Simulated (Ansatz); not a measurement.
Structure of amorphous Si₂₄O₅₁Lu₂ (periodic cell):

```
Lu2O51Si24
1.0
   10.43153    -0.13683    -0.01467
   -0.13683    10.84106    -0.34058
   -0.01467    -0.34058    10.25371
Si O Lu
24 51 2
Cartesian
  9.82359   9.05518   2.10008
  4.26702   6.77720   0.52510
  5.86236   4.47958   3.70831
  1.01730   7.22527   7.78043
  0.19459   2.66109   5.26265
  8.39246   3.78150   8.53737
  4.52183   2.11543   0.11034
  1.02036   4.14182   7.84024
  5.11514   0.50655   7.65098
  2.28158   9.02098   3.39755
  7.11944  10.36945   3.19534
  4.61332  -0.11965   2.35895
  4.24019   6.93021   3.53659
  9.03968   7.62635   6.03769
  2.46802   9.62221   6.37637
  0.13320   3.22907   2.30788
  5.59407   1.50695   4.60778
  8.38609   4.73668   5.71723
 10.41042   0.50706   0.38905
  2.36682   4.30332   0.35289
  6.56731   8.05701   4.79041
  6.36414   4.49559   0.53265
  8.10309   0.62383   8.48110
 10.07269  10.47437   5.95786
  4.44231   0.75065   3.71647
 10.29620   0.91296   5.27994
  2.96437   5.77455   0.68715
  7.88789   4.73072   7.27043
  7.76747   4.30467   9.96762
  5.42920   5.69764  -0.03131
  9.86971   7.44216   7.40232
  4.41710   0.66773   0.92703
  7.06894   1.10573   3.98848
  4.79619   7.19676   2.03963
  5.36432   3.04370   4.18983
  7.12610   4.84520   4.68432
  9.65827   8.98118   5.31624
  4.95822   7.72771   4.78618
  1.36825   0.19084   9.87267
  5.91816   2.92888   0.39572
 10.00300   3.87633   8.58069
  4.43025   1.50064   8.76272
  1.25414   5.66847   7.32000
  1.12787   3.12362   6.54681
  6.55767   4.71927   2.19271
  3.38576   3.07762   0.71290
 -0.09999   9.95386   0.75548
  2.09534   3.78867   8.99803
  0.84508   2.96288   3.80134
  3.83732  10.15701   7.12657
  1.11985  10.50784   6.66783
 10.33982   1.63286   1.57464
  2.66679   7.43205   3.50996
  5.36484   1.26341   6.20808
  9.26250   3.98147   2.53675
  8.59424   9.98698   2.67369
  4.50242   5.34954   3.85698
  1.10489   4.10913   1.32837
  6.56130   0.02771   8.30054
  1.17651   7.57582   9.31973
  8.92472   0.30116   9.85785
  2.10632   8.11225   6.88025
  5.96411  10.05089   2.04013
  9.00318  -0.04230   7.31591
  7.23263   7.33073   3.54342
  3.94061   8.12926  -0.25753
  7.93533   2.24272   8.27036
  0.73752   9.29423   3.08098
  9.24291   6.12345   5.21862
  7.40844   7.72876   6.18857
  3.13028   9.70801   2.08615
  6.69567   9.67446   4.60878
  9.54154   7.51140   1.84479
  2.73894   9.73094   4.77189
  9.23661   3.39578   5.44540
  8.60580   5.95457   2.79634
  2.21964   9.48425  -0.14446
```

Methods: PBE, scalar-relativistic without spin-orbit coupling (Ansatz, a quantum-chemistry and plane-wave program); r2SCAN, scalar-relativistic without spin-orbit coupling (Ansatz); HSE06, scalar-relativistic without spin-orbit coupling (Ansatz). Neutral PBE cell, which sets geometry, pressure and energy: sampling: a 2×2×2 Γ-centred mesh; Fermi-Dirac width 0.02 eV; no spin polarisation. Exact exchange is cut at the faces of this 10 Å cell, which leaves hybrid gaps a finite-size error.

A CHGNet melt-quench gave the starting glass, which DFT then relaxed. O atoms were pushed apart under 1.9 Å during the dynamics, to hinder bonds among them. The hot cell started wider than the set density and was brought back towards it in steps. It is the lowest in DFT energy of 2 quenches. It is a model cell: composition and starting density were chosen by hand, and all elements were melted together. No dispersion term was used. Its density started from a set value of 2.64 and ended at 2.64 g/cm³. The quench (nominally 400 K/ps over its main leg) was far faster than any real one, so the model tends to hold more defects than a real film. One small periodic cell is one sample of the glass; other quenches scatter about these values. The volume was held where the preparation left it and the shape relaxed.

Question: Give the pressure and the spacing of the highest filled and lowest empty levels.

Answer: 
The pressure on a 2×2×2 Γ-centred mesh is -0.74 GPa and the largest force and stress component on that mesh (the relaxation ran on the zone centre alone) comes out as 0.02 eV/Å and 0.8 GPa. The level gap on a 2×2×2 Γ-centred mesh (PBE) comes out as 4.10 eV. The level gap at the zone centre (PBE) is 4.10 eV. The level gap at the zone centre (r2SCAN) comes out as 4.69 eV and the level gap at the zone centre (HSE06) is 5.83 eV. The distance between the nearest levels spread over more than a fifth of the atoms or a third of the atoms of their main element (six at least) (PBE, zone centre) is 5.11 eV.

Question: At PBE and the zone centre, how localised are the states just below and above the Fermi level (participation number: the atoms over which a state spreads)?

Answer: The highest filled state is spread over 2.7 atoms' worth, largest on O66, with weights by element (charge in smoothed Voronoi cells) O 0.94, Si 0.05, Lu 0.02. The lowest empty state is spread over 43.4 atoms' worth, largest on Lu77, with weights by element (charge in smoothed Voronoi cells) O 0.64, Si 0.22, Lu 0.14.

At PBE the levels at the filled edge of the gap are localised (band-tail or defect states), and the nearest spread-out levels lie 5.1 eV apart at the zone centre.

Neighbours within Si-Si 2.60 Å, Si-O 1.90 Å, Si-Lu 3.28 Å, O-O 1.58 Å, O-Lu 2.78 Å, Lu-Lu 4.11 Å count as bonded. Two cations that share two anions don't count as bonded, nor two that share one unless they lie closer than Si-Si 2.38 Å, Si-Lu 3.19 Å, Lu-Lu 4.00 Å.

Added carriers, by Ansatz with PBE, scalar-relativistic without spin-orbit coupling on the zone centre alone. Charged cells keep the cell fixed and stand in a uniform background, with no image correction, at a width of 0.01 eV; where the count is odd the moment is locked at 1 μB, unless the neutral cell bore moments. Each starts from the undistorted neutral geometry alone. PBE's self-interaction favours spread-out carriers, so it can miss traps that a hybrid finds.

Question: What happens at PBE when the cell takes an extra electron and the atoms relax?

Answer: Relaxation lowers the charged cell by 0.04 eV. The largest moves are O47 0.10 Å, O62 0.09 Å, O52 0.07 Å, O39 0.07 Å. The level that holds the added charge spreads over 28.8 atoms' worth, most on Lu77 (weight 0.15): a carrier spread over the cell. No bond crosses its cut-off with a change of over 0.15 Å (metal-metal contacts aside). Made neutral again at that geometry, the cell lies +0.07 eV from the neutral start.

Question: What happens at PBE when the cell takes a hole and the atoms relax?

Answer: Relaxation lowers the charged cell by 0.28 eV. The largest moves are O60 0.35 Å, Lu77 0.35 Å, O39 0.25 Å, O62 0.24 Å. The level that was emptied spreads over 2.8 atoms' worth, most on O66 (weight 0.52): a localised (trapped) carrier, which neighbours of that atom can share. Bonds formed: O32-Lu77. Made neutral again at that geometry, the cell lies +1.02 eV from the neutral start.
